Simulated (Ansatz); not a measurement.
Consider this model of amorphous Ga24O38Ti.

```xyz
63
Lattice="8.9494 0.1882 -0.3028 0.1882 8.7270 0.3267 -0.3028 0.3267 10.0848" Properties=species:S:1:pos:R:3 pbc="T T T"
Ga     8.4308     1.3717     0.2062
Ga     7.4612     0.7118     7.6733
Ga     1.4008     1.5841     5.1846
Ga     1.2925     4.8125     4.9790
Ga     7.3846     2.1309     3.0762
Ga     4.6235     5.3922     5.8267
Ga     4.1917     6.9326     9.5878
Ga     4.3150     2.2773     6.9805
Ga     5.6328     8.1633     6.3281
Ga     8.0440     6.2591     6.4007
Ga     6.2403     4.1780     8.6166
Ga     2.4648     7.0927     7.0270
Ga     0.6561     7.9052     4.4696
Ga     8.7758     4.8229     1.8646
Ga     7.3601     6.8580     0.2588
Ga     0.0355     3.1486     7.7338
Ga     6.4314     5.3939     3.4943
Ga     1.8393     2.3376     1.7849
Ga     2.7743     8.1626     1.9458
Ga     1.7448     0.8652     8.7080
Ga     1.0921     5.5349     9.2762
Ga     5.4086     0.9786     0.5583
Ga     3.2525     5.0785     2.4000
Ga     3.2498     3.6499     9.4990
O      7.4058     7.9316     6.8533
O      5.0607     3.0802     9.8578
O      4.9575     4.0112     7.1448
O      0.7987     6.3416     7.6511
O      4.9300     8.4097     4.6578
O      0.7795     3.2608     5.8968
O      3.1541     3.5191     1.2937
O      0.3130     1.2255     7.5339
O      7.0579     1.1110     1.4802
O      5.9203     5.8863     9.4499
O      0.0535     2.7233     1.5683
O      7.6934     3.9847     3.2581
O      3.1635     2.0372     8.4395
O      3.0443     5.4627     9.1179
O      1.5454     4.5751     3.1316
O      3.3550     1.9801     5.4586
O      1.5515     0.7759     0.4837
O      8.0548     8.7119     9.6934
O      0.1547     5.5413     0.5299
O      3.5683     6.5804     1.3256
O      2.7123     7.9794     8.7665
O      2.1876     1.5459     3.3886
O      5.6241     2.2418     3.6584
O      4.5854     5.0589     3.6944
O      4.4447     6.9454     7.0794
O      1.2148     3.6594     9.0916
O      7.4789     2.5650     8.6945
O      6.3697     5.9550     5.2936
O      5.7091     1.0798     6.9563
O      1.8615     8.4276     5.8293
O      7.3635     6.2254     2.0723
O      0.0016     6.1987     5.0221
O      3.9939     0.7114     1.7929
O      5.4024     8.3346    10.1554
O      7.7164     4.7212     7.4205
O      2.7547     5.5682     5.7902
O      8.6014     1.0890     4.0489
O      1.4305     7.4691     2.9023
Ti     4.1663     1.2667     3.7826
```

Calculation: PBE, scalar-relativistic without spin-orbit coupling (plane waves to 420 eV, PAW; Ansatz, an electronic-structure program).

The cell was made by melting and quenching with the CHGNet potential and then relaxed with DFT. O atoms were pushed apart under 1.9 Å during the dynamics, to hinder bonds among them. The hot cell started wider than the set density and was brought back towards it in steps. It is the lowest in DFT energy of 2 quenches. It is a model cell: composition and starting density were chosen by hand, and all elements were melted together. No dispersion term was used. Its density started from a set value of 4.92 and ended at 4.92 g/cm³. Cooling (nominally 280 K/ps over its main leg) ran many orders faster than in experiment, which tends to leave more defects and strain. One small periodic cell is one sample of the glass; other quenches scatter about these values. The volume was held where the preparation left it and the shape relaxed, at a PBE pressure of -0.1 GPa (tension).

Bonds are counted up to Ga-Ga 2.68 Å, Ga-O 2.28 Å, Ga-Ti 2.90 Å, O-O 1.58 Å, O-Ti 2.49 Å, Ti-Ti 3.12 Å. Two cations that share two anions don't count as bonded, nor two that share one unless they lie closer than Ga-Ga 2.61 Å, Ga-Ti 2.82 Å, Ti-Ti 3.04 Å.

Q: Give the coordination numbers, mean bond lengths and angles.

A: 
```json
{
 "Mean coordination of Ga by anions": "4.50 (12 with 4, 12 with 5)",
 "Mean coordination of O": "2.97 (3 with 2, 33 with 3, 2 with 4)",
 "Mean coordination of Ti by anions": "5.00 (1 with 5)",
 "Mean Ga-O bond": "1.929 Å (spread 0.074 Å, 108 counted)",
 "Mean O-Ti bond": "1.927 Å (spread 0.134 Å, 5 counted)",
 "Bond angle at Ga": "mean 107.6°, spread 21.9°",
 "Bond angle at O": "mean 116.9°, spread 15.0°",
 "Bond angle at Ti": "mean 105.7°, spread 22.7°"
}
```

Q: List the pairs of like atoms that count as bonded by the rules above.

A: There are none by these rules.
